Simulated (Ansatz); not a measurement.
End structure of a constructed model of the (111) surface of germanium, (√3x√3)R30° Bi adatom at T4 (bottom of the slab: 3 H on 3 bottom sites):

```xyz
28
Lattice="6.1094 3.5273 0.0000 -6.1094 3.5273 0.0000 0.0000 0.0000 30.5000" Properties=species:S:1:pos:R:3 pbc="T T T"
Ge     0.0000     0.0000     9.6567
Ge    -2.0365     3.5273     9.6567
Ge     2.0365     3.5273     9.6567
Ge    -4.0729     2.3515    10.4881
Ge     0.0000     2.3515    10.4881
Ge     4.0729     2.3515    10.4881
Ge    -4.0918     2.3624    12.9668
Ge     0.0000     2.3297    12.9668
Ge     4.0918     2.3624    12.9668
Ge    -2.0745     1.1977    13.8026
Ge     2.0745     1.1977    13.8026
Ge     0.0000     4.6590    13.8026
Ge    -2.0974     1.2110    16.2982
Ge     2.0974     1.2110    16.2982
Ge     0.0000     4.6326    16.2982
Ge     0.0000     0.0000    16.7790
Ge    -2.0365     3.5273    17.2919
Ge     2.0365     3.5273    17.2919
Ge     0.0000     0.0000    19.1564
Ge    -2.0365     3.5273    19.8910
Ge     2.0365     3.5273    19.8910
Ge    -4.3041     2.4850    20.5015
Ge     0.0000     2.0846    20.5015
Ge     4.3041     2.4850    20.5015
H      0.0000     0.0000     8.0972
H     -2.0365     3.5273     8.0985
H      2.0365     3.5273     8.0985
Bi     0.0000     0.0000    22.5037
```

Model: 28-atom slab, 14.3 Å thick at the start with caps and adatoms, 5x5x1 mesh, Fermi-Dirac 0.025 eV, dipole correction, 6 atoms held, the rest relaxed; held to the start's symmetry, so lower structures may exist; no spin (no spin-polarised run to compare, though such a face may carry moments), no spin-orbit, no U. The slab shows no gap on its mesh. In PBE it is, or lies within 0.01 eV a 1x1 cell of, the lowest of the 2 structures of its composition computed so far; subsurface sites and larger cells were not tried.

Q: Estimate the work function of the top face that Ansatz (an electronic-structure program) with PBE returns for this input.

A: 3.83 eV
